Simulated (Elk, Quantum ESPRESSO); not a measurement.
An Elk input for a self-consistent single point of Bi2TeSe2 (R3m, 5 atoms in the cell) (DFT, PBEsol, all-electron FP-LAPW, Elk's shipped species files, default APW+lo basis):

```
tasks
  0

xctype
  22

swidth
  0.00183747

maxscl
  100

scale
  1.889726125

avec
    2.1218100797    1.2250279058   10.2464869659
   -2.1218100797    1.2250279058   10.2464869659
    0.0000000000   -2.4500549562   10.2464870682

sppath
  './'

atoms
  3
  'Bi.in'
  2
  0.6065130000  0.6065130000  0.6065130000    0.0 0.0 0.0
  0.3967930000  0.3967930000  0.3967930000    0.0 0.0 0.0
  'Te.in'
  1
  0.2149600000  0.2149600000  0.2149600000    0.0 0.0 0.0
  'Se.in'
  2
  0.0024300000  0.0024300000  0.0024300000    0.0 0.0 0.0
  0.7793170000  0.7793170000  0.7793170000    0.0 0.0 0.0

ngridk
  4 4 4
```

Give the Quantum ESPRESSO input for the same structure, mesh, smearing and functional.

One input that does it (others would too):

```fortran
&control
   calculation = 'scf',
   prefix = 'pwscf',
   outdir = './tmp/',
   pseudo_dir = './',
   tprnfor = .true.,
   tstress = .true.,
/
&system
   ibrav = 5,
   A = 10.535334192,
   cosAB = 0.91887655612,
   nat = 5,
   ntyp = 3,
   ecutwfc = 40,
   ecutrho = 320,
   occupations = 'smearing',
   smearing = 'fd',
   degauss = 0.0036749,
   input_dft = 'pbesol',
/
&electrons
   conv_thr = 1.0e-11,
/
ATOMIC_SPECIES
Bi   208.9804  Bi_pbe_v1.uspp.F.UPF
Te   127.6000  Te_pbe_v1.uspp.F.UPF
Se    78.9710  Se_pbe_v1.uspp.F.UPF
ATOMIC_POSITIONS crystal
Bi    0.606513000    0.606513000    0.606513000
Bi    0.396793000    0.396793000    0.396793000
Te    0.214960000    0.214960000    0.214960000
Se    0.002430000    0.002430000    0.002430000
Se    0.779317000    0.779317000    0.779317000
K_POINTS automatic
4 4 4  0 0 0
```

Basis settings and potentials, where a program has them, do not carry over. This input uses DFT, PBEsol, plane waves, SSSP 1.1.2 efficiency (PBE) pseudopotentials.

The starting cell comes from a database of computed structures (which also holds hypothetical and non-ambient phases and stackings), without a prior relaxation at this level.
